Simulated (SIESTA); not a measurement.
Band structure of AlNi (Cmmm, 2 atoms in the cell).

```xyz
2
Lattice="1.9769 -1.9917 0.0000 1.9769 1.9917 0.0000 0.0000 0.0000 3.1605" Properties=species:S:1:pos:R:3 pbc="T T T"
Al     0.0000     0.0000     0.0000
Ni     1.9769     0.0000     1.5802
```

Method of the run: LDA PW92, numerical atomic orbitals DZP, PseudoDojo LDA standard norm-conserving potentials (rewritten from UPF to PSML) in SIESTA.

Settings: XC.functional = LDA; XC.authors = PW92; potentials = PseudoDojo LDA standard; PAO.BasisSize = DZP; PAO.EnergyShift = 0.01 Ry; MeshCutoff = 350 Ry; kgrid.MonkhorstPack = 15 15 14; OccupationFunction = FD; ElectronicTemperature = 580.23 K; MaxSCFIterations = 150; SCF.Mixer.Method = Pulay; SCF.Mixer.Weight = 0.1; SCF.Mixer.History = 8; SCF.DM.Tolerance = 1.0E-05.

The starting cell comes from a database of computed structures (which also holds hypothetical and non-ambient phases and stackings), without a prior relaxation at this level. Its lattice was rescaled by a random factor within 2.5 % of one. Spin polarisation is off. Values carry the incompleteness of an atom-centred basis.

Levels in eV from the Fermi level, bands 8 to 13:
```tsv
point	8	9	10	11	12	13
Γ	-1.57	-1.55	-1.25	2.79	6.76	6.81
X	-2.28	-2.27	-2.22	-0.80	2.07	2.95
S	-2.29	-1.91	-1.42	-0.35	7.59	7.96
R	-2.71	-1.82	-1.78	-1.13	1.17	1.92
A	-1.08	-0.80	1.94	2.12	2.23	3.54
Z	-1.96	-1.94	-1.20	-1.12	8.50	10.85
Y	-2.28	-2.27	-2.22	-0.81	2.07	2.95
X1	-2.28	-2.27	-2.22	-0.80	2.07	2.95
A1	-1.08	-0.80	1.94	2.12	2.23	3.54
T	-1.08	-0.80	1.94	2.12	2.23	3.55
```

Bands cross the Fermi level along this path, so the cell is metallic at this level.

Higher empty bands are left out: an atom-centred basis made for the valence describes them poorly.
